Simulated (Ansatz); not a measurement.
Input and output of a self-consistent single point for ZnSnSb₂ (Pmm2, 4 atoms in the cell) (Ansatz, a program for electronic structure).

Computed with LDA (PW92), default PAW files made with PBE (plane waves; Ansatz).

The change in words: lattice scaled by 0.98; kpoints.mp_grid.grid: 7 7 5 → 12 12 9; scf.occupations.width: 0.1 eV → 0.05 eV. Reference geometry:
```yaml
crystal:
  lattice:
    - [4.49910, 0.00000, 0.00000]
    - [0.00000, 4.49910, 0.00000]
    - [0.00000, 0.00000, 6.29437]
  atoms:
    - { symbol: Zn, position: [0.00000, 0.00000, 0.00794] }
    - { symbol: Sn, position: [0.50000, 0.50000, 0.50000] }
    - { symbol: Sb, position: [0.00000, 0.50000, 0.22240] }
    - { symbol: Sb, position: [0.50000, 0.00000, 0.77760] }
```

Reference input (self-consistent single point, DFT, LDA (PW92), plane waves, default PAW files made with PBE): basis.ecutwfc = 420 eV; kpoints.mp_grid.grid = 7 7 5; hamiltonian.xc = lda; hamiltonian.pseudopotentials = {kind: paw} (the program's default PAW files); scf.occupations.method = fermi_dirac; scf.occupations.width = 0.1 eV. This run's input differs from it in these lines:

Ansatz 0.2 input:
```diff
@@ -3,10 +3,10 @@
   lattice:
-    - [4.499097, 0.000000, 0.000000]
-    - [0.000000, 4.499097, 0.000000]
-    - [0.000000, 0.000000, 6.294367]
+    - [4.409115, 0.000000, 0.000000]
+    - [0.000000, 4.409115, 0.000000]
+    - [0.000000, 0.000000, 6.168480]
   atoms:
-    - { symbol: Zn, position_ang: [0.000000, 0.000000, 0.050002] }
-    - { symbol: Sn, position_ang: [2.249548, 2.249548, 3.147184] }
-    - { symbol: Sb, position_ang: [0.000000, 2.249548, 1.399867] }
-    - { symbol: Sb, position_ang: [2.249548, 0.000000, 4.894500] }
+    - { symbol: Zn, position_ang: [0.000000, 0.000000, 0.049002] }
+    - { symbol: Sn, position_ang: [2.204557, 2.204557, 3.084240] }
+    - { symbol: Sb, position_ang: [0.000000, 2.204557, 1.371870] }
+    - { symbol: Sb, position_ang: [2.204557, 0.000000, 4.796610] }
 basis:
@@ -15,3 +15,3 @@
   mp_grid:
-    grid: [7, 7, 5]
+    grid: [12, 12, 9]
 hamiltonian:
@@ -23,3 +23,3 @@
     method: fermi_dirac
-    width: 0.1 eV
+    width: 0.05 eV
 output:
```

Log, with long lists cut:

```
SCF iter   1: F=—  HF=-21797.475031 eV  |F-HF|=—  |Δ(HF+E_count)|=         —  Δρ=6.06e-3  dr2=2.04e-2  ethr=1.77e-3  ⟨swp⟩=7.8  Hψ=39968  notcnv=0
all-band conjugate gradients solve this SCF's bands
preconditioner: auto → Kerker (q_TF=auto, 2.403 Å⁻¹)
SCF iter   2: F=—  HF=-21797.468866 eV  |F-HF|=—  |Δ(HF+E_count)|=   6.17e-3  Δρ=2.86e-3  dr2=6.35e-3  ethr=3.64e-5  ⟨swp⟩=2.5  Hψ=16729  notcnv=0  defer=69
   [... lines left out ...]
SCF iter   5: F=—  HF=-21797.467270 eV  |F-HF|=—  |Δ(HF+E_count)|=   5.28e-5  Δρ=1.24e-4  dr2=5.86e-5  ethr=6.23e-7  ⟨swp⟩=2.9  Hψ=11051  notcnv=0  defer=69
SCF iter   6: F=—  HF=-21797.467270 eV  |F-HF|=—  |Δ(HF+E_count)|=   1.20e-7  Δρ=5.40e-5  dr2=7.16e-6  ethr=1.05e-7  ⟨swp⟩=2.0  Hψ=9351  notcnv=0  defer=70
SCF iter   7: F=—  HF=-21797.467269 eV  |F-HF|=—  |Δ(HF+E_count)|=   6.91e-7  Δρ=1.61e-5  dr2=6.71e-7  ethr=1.28e-8  ⟨swp⟩=2.2  Hψ=11185  notcnv=0  defer=73
SCF iter   8: F=-21797.467269 eV  HF=-21797.467269 eV  |F-HF|=1.63e-8  |Δ(HF+E_count)|=   3.30e-8  Δρ=5.33e-6  dr2=8.27e-8  ethr=1.79e-10  ⟨swp⟩=8.4  Hψ=37918  notcnv=0
SCF 1 converged in 8 iterations: F = -21797.467269 eV  dr2 = 8.27e-8
Free energy (F): -21797.467269 eV
Internal energy: -21797.465550 eV  (E = F + TS)
E sigma→0 (E₀):  -21797.466410 eV
Entropy (-TS):   -0.001719 eV (-0.430 meV/atom)
Fermi energy:    7.825321 eV
--- Forces (eV/Å), atoms counted from 1 ---
  atom   1  Zn     0.00000000     0.00000000    -0.27551504
  atom   2  Sn     0.00000000     0.00000000     0.06547696
  atom   3  Sb     0.00000000     0.00000000    -0.05972356
  atom   4  Sb     0.00000000     0.00000000     0.26979353
--- Stress (GPa, compression-positive) ---
       -0.204419       0.000000       0.000000
        0.000000       0.536106       0.000000
        0.000000       0.000000       0.268493
  P = ⅓ Tr σ = 0.2001 GPa (2.001 kbar)
  The stress holds the Pulay correction. Without it, at fixed plane waves, as pw.x and ABINIT print it: P = 0.1645 GPa
```

The run converged in 8 iterations. Against the reference run the free energy drops by 15.0 meV/atom, the pressure goes from -2.53 to 0.20 GPa and the largest force goes from 0.232 to 0.276 eV/Å.

The starting cell comes from a database of computed structures (which also holds hypothetical and non-ambient phases and stackings), without a prior relaxation at this level. Its lattice was rescaled by up to half a per cent. One atom was moved a little off its site on purpose. For this run, on top of that: lattice scaled by 0.98. Ansatz's pressure includes its estimate of the finite-basis (Pulay) stress. The run gives no clean gap (levels at the Fermi energy touch, overlap or are partly filled at this smearing), which alone does not show that the compound is a metal.

Cost on one core of a shared machine: roughly 90 s.
